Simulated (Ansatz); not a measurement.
Input:

Host crystal: wurtzite AlN, with a band gap (PBE, scalar-relativistic without spin-orbit coupling).

End structure of CO on the 1x1 (10-10) surface of wurtzite AlN (cut with top plane Al + N), one in a 2x1 cell, started at the site 'top Al':

```
CELL_PARAMETERS angstrom
      6.26051     0.00000     0.00000
      0.00000     5.01816     0.00000
      0.00000     0.00000    28.50000
ATOMIC_POSITIONS crystal
  Al 0.25000 0.02241 0.35083
  Al 0.75000 0.02241 0.35083
  N  0.25000 0.37314 0.34316
  N  0.75000 0.37314 0.34316
  Al 0.00000 0.48987 0.37024
  Al 0.50000 0.48987 0.37024
  N  0.00000 0.87145 0.37292
  N  0.50000 0.87145 0.37292
  Al 0.00000 0.99850 0.43815
  Al 0.50000 0.99850 0.43815
  N  0.00000 0.37756 0.43675
  N  0.50000 0.37756 0.43675
  Al 0.25000 0.49439 0.46754
  Al 0.75000 0.49439 0.46754
  N  0.25000 0.87668 0.46832
  N  0.75000 0.87668 0.46832
  Al 0.25000 0.99536 0.53217
  Al 0.75000 0.99508 0.53242
  N  0.25000 0.37655 0.53142
  N  0.75000 0.37762 0.53186
  Al 0.00185 0.49770 0.56224
  Al 0.49815 0.49770 0.56224
  N  0.00105 0.87759 0.56327
  N  0.49895 0.87759 0.56327
  Al 0.99914 0.99014 0.62880
  Al 0.50086 0.99014 0.62880
  N  0.00181 0.37381 0.62682
  N  0.49819 0.37381 0.62682
  Al 0.25000 0.50439 0.65640
  Al 0.75000 0.52224 0.64801
  N  0.25000 0.87512 0.65859
  N  0.75000 0.87342 0.65649
  C  0.25000 0.20755 0.71081
  O  0.25000 0.13255 0.74899
```

Model: 34-atom slab, 8.9 Å thick at the start under the adsorbate (thin: gaps and levels are the slab's own), 3x4x1 mesh, Fermi-Dirac 0.01 eV, dipole correction, single point; on the structure that PBE left under its start's symmetry; no spin, no spin-orbit, no U, no dispersion correction. At the end it is bonded to Al. In PBE it is, or lies within 0.03 eV of, the lowest of the starts that converged; the order may differ at this level.

A negative adsorption energy means that the adsorbate is more stable on the surface than in its reference.

**Question.** Give the change of the step from the bottom to the top vacuum level, against the clean slab at the level r2SCAN, at the PBE geometry in Ansatz (an electronic-structure program).

**Answer.** 0.24 eV

**Question.** What is the computed adsorption energy against CO(g) at the same level (r2SCAN, at the PBE geometry)?

**Answer.** -0.76 eV
